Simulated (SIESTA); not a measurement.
SIESTA run on CaMg₅ (P-62m, 6 atoms in the cell): self-consistent single point.

Method of the run: SIESTA with GGA PBEsol, numerical atomic orbitals DZP, PseudoDojo PBEsol standard norm-conserving potentials (rewritten from UPF to PSML).

```
CaMg5
1.0
    5.84423     0.00000     0.00000
   -2.92211     5.06125     0.00000
    0.00000     0.00000     5.17090
Ca Mg
1 5
Direct
  0.00000   0.00000   0.50000
  0.00000   0.60751   0.00000
  0.60751   0.00000   0.00000
  0.39249   0.39249   0.00000
  0.66667   0.33333   0.50000
  0.33333   0.66667   0.50000
```

Reference input (self-consistent single point, DFT, GGA PBEsol, numerical atomic orbitals DZP, PseudoDojo PBEsol standard norm-conserving potentials (rewritten from UPF to PSML)): XC.functional = GGA; XC.authors = PBEsol; potentials = PseudoDojo PBEsol standard; PAO.BasisSize = DZP; PAO.EnergyShift = 0.005 Ry; MeshCutoff = 400 Ry; kgrid.MonkhorstPack = 5 5 5; OccupationFunction = MP; OccupationMPOrder = 1; ElectronicTemperature = 50 meV; MaxSCFIterations = 150; SCF.Mixer.Method = Pulay. This run's input differs from it in these lines:

```diff
@@ -32,5 +32,5 @@
 %block kgrid.MonkhorstPack
-    5   0   0  0.0
-    0   5   0  0.0
-    0   0   5  0.0
+    4   0   0  0.0
+    0   4   0  0.0
+    0   0   4  0.0
 %endblock kgrid.MonkhorstPack
```

Log, with long lists cut:

```
        iscf     Eharris(eV)        E_KS(eV)     FreeEng(eV)     dDmax    Ef(eV) dHmax(eV)
   scf:    1    -9096.726514    -9115.876545    -9115.875989  1.524378 -3.288669  2.967163
   scf:    2    -9115.944006    -9115.910521    -9115.910383  0.026398 -3.430151  2.612931
   scf:    3    -9116.100764    -9116.017603    -9116.017206  0.169383 -3.382374  0.128551
   scf:    4    -9116.021958    -9116.020158    -9116.019654  0.011247 -3.375782  0.070948
   scf:    5    -9116.020332    -9116.020247    -9116.019734  0.001026 -3.374851  0.066654
   scf:    6    -9116.020596    -9116.020438    -9116.019889  0.004242 -3.372314  0.008124
   scf:    7    -9116.020451    -9116.020445    -9116.019891  0.000615 -3.371986  0.000981
   scf:    8    -9116.020442    -9116.020444    -9116.019891  0.000235 -3.372140  0.004133
   scf:    9    -9116.020442    -9116.020443    -9116.019892  0.000207 -3.372222  0.000253
   scf:   10    -9116.020443    -9116.020443    -9116.019892  0.000006 -3.372217  0.000299
SCF Convergence by DM+H criterion
max |DM_out - DM_in|         :     0.0000064538
max |H_out - H_in|      (eV) :     0.0002991778
SCF cycle converged after 10 iterations

Using DM_out to compute the final energy and forces

siesta: E_KS(eV) =            -9116.0204

siesta: E_KS - E_eggbox =     -9116.0204

siesta: Atomic forces (eV/Ang):
     1    0.000003    0.000005   -0.000000
     2   -0.058196    0.100742    0.000000
     3    0.116344   -0.000028    0.000000
     4   -0.058157   -0.100730   -0.000000
     5   -0.000044    0.000035    0.000000
     6    0.000051   -0.000022    0.000000
   Tot    0.000002    0.000001    0.000000
   Max    0.116344
   Res    0.047493    sqrt( Sum f_i^2 / 3N )
   Max    0.116344    constrained

   [... lines left out ...]
siesta: FreeEng =     -9116.019892
siesta: Cell volume =        152.950676 Ang**3
siesta:          35.09156258         33.13902268  kBar
   [... lines left out ...]
   3 10.092   1.996   1.449  -0.399   2.015   2.013   2.012   0.281   0.371
   [... 7 lines left out ...]

mulliken: Qtot =       60.000

Mulliken Atomic Populations:
Atom #   charge [q] valence [e]  Species
     1     0.885426    9.114574  Ca
     2    -0.091855   10.091855  Mg
     3    -0.091855   10.091855  Mg
     4    -0.091867   10.091867  Mg
     5    -0.304924   10.304924  Mg
     6    -0.304924   10.304924  Mg
 Total    -0.000000
```

The run converged in 10 iterations. Against the reference run the free energy falls by 20.7 meV/atom, the pressure stays near 3.51 GPa while the zz stress (positive for compression) goes from 3.88 to 4.94 GPa and the largest force goes from 0.146 to 0.116 eV/Å.

The starting cell comes from a database of computed structures (which also holds hypothetical and non-ambient phases and stackings), without a prior relaxation at this level. Values carry the incompleteness of an atom-centred basis.
